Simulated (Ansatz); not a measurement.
Ansatz (a quantum-chemistry and plane-wave program) is run on La2H5 (I4_1md, 14 atoms in the cell), and the run fails. The aim is a self-consistent single point with DFT, PBEsol, plane waves, default PAW files made with PBE.

Cell that was meant: a = 6.9083 Å, b = 6.9083 Å, c = 6.9083 Å, α = 132.41°, β = 132.41°, γ = 69.59°.

Part of the input:

Ansatz 0.2 input:
```yaml
  xc: pbesol
  pseudopotentials:
    kind: paw
magnetization:
  spin_orbit: true
scf:
  occupations:
    method: gaussian
```

Output, abridged:

```
Error: inconsistent input (magnetization.spin_orbit, magnetization.noncollinear): true requires noncollinear: true — spin–orbit coupling acts on 2-spinor wavefunctions; set both flags
```

Q: From the messages shown, name the fault and mend the input.

A: The fault is spin-orbit coupling without the non-collinear switch. Spin-orbit coupling mixes the two spin components, so the orbitals must be spinors. To fix it, switch non-collinear spin on with it, or drop the coupling. The program stopped before any SCF iteration.

An input that runs soundly differs in these lines (not the only fix; some lines may just follow from the change or write a value another way):
```diff
-magnetization:
-  spin_orbit: true
```

With that input, the run converged in 7 iterations: free energy E − TS (on the zero of these files) -24810.5745 eV; Fermi level (on the code's own zero) 9.73 eV; pressure -2.36 GPa; largest force (vector length) 0.092 eV/Å (DFT, PBEsol, plane waves, default PAW files made with PBE).

On the sound input: the starting cell comes from a database of computed structures (which also holds hypothetical and non-ambient phases and stackings), without a prior relaxation at this level. Ansatz's pressure includes its estimate of the finite-basis (Pulay) stress.
